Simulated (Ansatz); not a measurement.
## A computed series for Ge: response to strain

Start from Ge in the diamond structure (space group Fd-3m, No. 227; a = 5.7617 Å).

Strains are applied to the cell and any free atomic positions relax.

All numbers come from Ansatz (a program for electronic structure) PBE, no spin-orbit coupling.

Notes on the quantities. energy relative to the base: free energy F.

| variant | band gap | energy relative to the base | pressure | volume per atom |
|---|---|---|---|---|
| base | zero | 0 meV/atom | 0.0 GPa | 23.91 Å³ |
| isotropic strain −3.00 % | 0.30 eV | +40 meV/atom | 6.7 GPa | 21.82 Å³ |
| isotropic strain −2.50 % | [?] | [?] | [?] | 22.16 Å³ |
| isotropic strain −2.00 % | 0.08 eV | +17 meV/atom | 4.1 GPa | 22.50 Å³ |
| isotropic strain −1.50 % | zero | +9.4 meV/atom | 3.0 GPa | 22.85 Å³ |
| isotropic strain −1.00 % | zero | +4.1 meV/atom | 1.9 GPa | 23.20 Å³ |
| isotropic strain −0.50 % | zero | +1.0 meV/atom | 0.9 GPa | 23.55 Å³ |
| isotropic strain +0.50 % | zero | +1.0 meV/atom | -0.9 GPa | 24.27 Å³ |
| isotropic strain +2.00 % | zero | +15 meV/atom | -3.0 GPa | 25.37 Å³ |
| isotropic strain +3.00 % | zero | +32 meV/atom | -4.2 GPa | 26.13 Å³ |

Problem. Fill in the withheld entries from the trend.

Solution. 
- isotropic strain −2.50 %, band gap: 0.23 eV
- isotropic strain −2.50 %, energy relative to the base: +27 meV/atom
- isotropic strain −2.50 %, pressure: 5.4 GPa

Stability against distortions was not tested. The zero or small gap of Ge can change with the level of theory.
